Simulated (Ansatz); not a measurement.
Take HgSe in the zinc blende structure (space group F-43m, No. 216; a = 6.1333 Å) as the base.

Computed with PBEsol (Ansatz, a program for electronic structure), spin-orbit coupling left out.

For the base:

| Item | Value |
|---|---|
| Lattice parameter a | 6.133 Å |

One thing is altered: cell and atoms relaxed at a pressure of 100 GPa.

### Question
Predict the new lattice parameter a.

### Answer
The lattice parameter a drops by 0.986 Å, from 6.133 Å to 5.147 Å.

The mesh was chosen for an insulator and is coarse for the gapless case. Load acts through the strain it causes; cell and atoms are relaxed under it. Whether these cells are dynamically stable was not tested. Tetrahedral semiconductors of this kind turn to denser phases somewhere between about 1 and 50 GPa; those were not computed, so compressed cells here can lie past the real transition. The final runs are not spin-polarised.
